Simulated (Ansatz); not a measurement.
YN: pressure series

Base system: YN in the rock salt structure (space group Fm-3m, No. 225).

```
YN
1.0
    0.00000     2.40990     2.40990
    2.40990     0.00000     2.40990
    2.40990     2.40990     0.00000
Y N
1 1
Cartesian
  0.00000   0.00000   0.00000
  2.40990   2.40990   2.40990
```

Cell and atoms are relaxed at each pressure.

Computed with LDA in Ansatz (plane waves to 420 eV, PAW, no spin-orbit coupling).

Notes on the quantities. enthalpy: H = E + PV relative to the base's energy.

| variant | volume per atom | enthalpy |
|---|---|---|
| base | 14.00 Å³ | – |
| pressure −2 GPa | 14.15 Å³ | -0.18 eV/atom |
| pressure −1 GPa | ___ | -0.09 eV/atom |
| pressure 0.9 GPa | 13.93 Å³ | +0.08 eV/atom |
| pressure 2.1 GPa | 13.84 Å³ | +0.18 eV/atom |
| pressure 4.5 GPa | 13.67 Å³ | +0.39 eV/atom |
| pressure 9 GPa | 13.38 Å³ | +0.77 eV/atom |
| pressure 15 GPa | 13.04 Å³ | +1.26 eV/atom |
| pressure 22.5 GPa | ___ | +1.86 eV/atom |
| pressure 30 GPa | 12.33 Å³ | +2.45 eV/atom |

### Question
Complete the table.

### Answer

- pressure −1 GPa, volume per atom: 14.07 Å³
- pressure 22.5 GPa, volume per atom: 12.66 Å³

The mesh was chosen for an insulator and is coarse for the gapless case. Load acts through the strain it causes; cell and atoms are relaxed under it. No phonon test of stability was made. Competing high-pressure phases were not computed. All final runs are without spin polarisation.

Ansatz is a quantum-chemistry and plane-wave program.
